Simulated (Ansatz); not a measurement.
The starting structures come from a database of crystals and need not be the phases stable at ambient conditions.

By PBEsol, the system below comes out a metal.

Data:

```yaml
crystal:
  lattice:
    - [2.82262, 0.00000, 0.00000]
    - [0.00000, 4.89317, 0.00000]
    - [1.41131, 0.00000, 2.55593]
  atoms:
    - { symbol: Au, position: [0.66533, 0.25000, 0.66934] }
    - { symbol: Au, position: [0.33467, 0.75000, 0.33066] }
```

The cell is taken as given; by PBEsol it stands under a pressure of -5.3 GPa.

The current flows along the normal of the first two printed cell vectors. No spin-orbit coupling; the value is a mean over 0.1 eV about the Fermi level.

Estimate the ballistic conductance per area that PBEsol (Ansatz, a first-principles code) returns for this system.

0.84 × 10¹⁵ S/m² for both spins.
